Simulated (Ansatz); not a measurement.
Consider Cu in the fcc (Cu type) structure (space group Fm-3m, No. 225; a = 3.5634 Å; relaxed with 0.1 eV smearing). Axes: x, y, z lie along the cube axes.

Calculations: PBEsol (Ansatz, a quantum-chemistry and plane-wave program), no spin-orbit coupling, earlier PAW set.

Strains are applied to the cell and any free atomic positions relax.

One change was made to it. Results:

```tsv
quantity	base	after
energy relative to the base (free energy F)	0 meV/atom	+2.8 meV/atom
shortest interatomic distance	2.520 Å	2.483 Å
```

Task: Name the change that was made.
(A) tensor shear ε_xz = −1.44 %
(B) isotropic strain +5.55 %
(C) uniaxial strain ε_xx = +0.72 %
(D) uniaxial strain ε_zz = +1.31 %
(E) uniaxial strain ε_zz = −4.66 %

Result: A, tensor shear ε_xz = −1.44 %. For comparison, the energy relative to the base in the other runs: isotropic strain +5.55 % gives +133 meV/atom; uniaxial strain ε_zz = −4.66 % gives +17 meV/atom; uniaxial strain ε_zz = +1.31 % gives +1.3 meV/atom; uniaxial strain ε_xx = +0.72 % gives +0.4 meV/atom.

Stability against distortions was not tested. The final runs are not spin-polarised.
